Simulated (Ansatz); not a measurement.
Functionals compared on a constructed model of the (111)B surface of zinc-blende GaAs, As-terminated, 2x2 Ga adatom at T1 (bottom of the slab: 3 H on 4 bottom sites), in Ansatz (plane waves, PAW). The structure was relaxed with PBE; the other rows are single points on it. Cutoff 420 eV (500 eV for r2SCAN).

Slab: 36 atoms, 14.9 Å thick at the start with caps and adatoms; k 3x3x1, smearing 0.025 eV, dipole-corrected; 8 atoms held, the rest relaxed; held to the start's symmetry, so lower structures may exist; no spin (in PBE a spin-polarised start ends no clearly lower), no spin-orbit, no U. The slab shows no gap on its mesh. In PBE it lies 0.29 eV a 1x1 cell over the lowest computed structure of the same composition (2x2 Ga adatom at H3). These notes are the PBE run's.

```
functional  work function of the top face (eV)  rough cost of the single point
----------  ----------------------------------  ------------------------------
PBE                                       4.90                               –
r2SCAN                              (withheld)     very roughly 8 core-minutes
```

### Question
Complete the blanks.

### Answer

- r2SCAN, work function of the top face (eV): 5.19

Ansatz is a first-principles code.
